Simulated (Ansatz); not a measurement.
# Pressure series in BN

Take BN in the wurtzite structure (space group P6_3mc, No. 186; a = 2.5232 Å, c = 4.1751 Å) as the base.

Cell and atoms are relaxed at each pressure.

Method: Kohn–Sham DFT with the LDA functional, run in Ansatz (a program for electronic structure) with PAW and 420 eV plane waves, without spin-orbit coupling.

| case | width of the top valence band | band gap | shortest interatomic distance |
|---|---|---|---|
| base | 5.56 eV | 4.93 eV | 1.548 Å |
| pressure −2 GPa | ___ | ___ | ___ |
| pressure −1 GPa | 5.55 eV | 4.93 eV | 1.550 Å |
| pressure 0.9 GPa | 5.57 eV | 4.92 eV | 1.547 Å |
| pressure 4.5 GPa | 5.62 eV | 4.90 eV | 1.543 Å |
| pressure 9 GPa | 5.67 eV | 4.88 eV | 1.537 Å |
| pressure 15 GPa | 5.75 eV | 4.85 eV | 1.531 Å |
| pressure 22.5 GPa | 5.83 eV | 4.81 eV | 1.523 Å |
| pressure 30 GPa | 5.91 eV | 4.77 eV | 1.515 Å |

Task: What belongs in the blanks?

Result: 
- pressure −2 GPa, width of the top valence band: 5.53 eV
- pressure −2 GPa, band gap: 4.94 eV
- pressure −2 GPa, shortest interatomic distance: 1.551 Å

Load acts through the strain it causes; cell and atoms are relaxed under it. Whether these cells are dynamically stable was not tested. Competing high-pressure phases were not computed.
